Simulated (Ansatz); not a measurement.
## Response to strain in Cu3N

The reference is Cu$_{3}$N (space group Pm-3m, No. 221; a = 3.765 Å).

Strains are applied to the cell and any free atomic positions relax.

Computed with PBEsol (Ansatz, a quantum-chemistry and plane-wave program, PAW, no spin-orbit coupling).

Notes on the quantities. energy relative to the base: free energy F.

| variant | energy relative to the base | pressure | volume per atom |
|---|---|---|---|
| base | 0 meV/atom | 0.0 GPa | 13.34 Å³ |
| isotropic strain −3.00 % | +51 meV/atom | 15.1 GPa | 12.18 Å³ |
| isotropic strain −2.40 % | +32 meV/atom | 11.6 GPa | 12.40 Å³ |
| isotropic strain −1.80 % | +17 meV/atom | 8.3 GPa | 12.63 Å³ |
| isotropic strain −1.20 % | +7.5 meV/atom | 5.3 GPa | 12.87 Å³ |
| isotropic strain −0.60 % | +1.9 meV/atom | 2.5 GPa | 13.10 Å³ |

No phonon test of stability was made. All final runs are without spin polarisation.
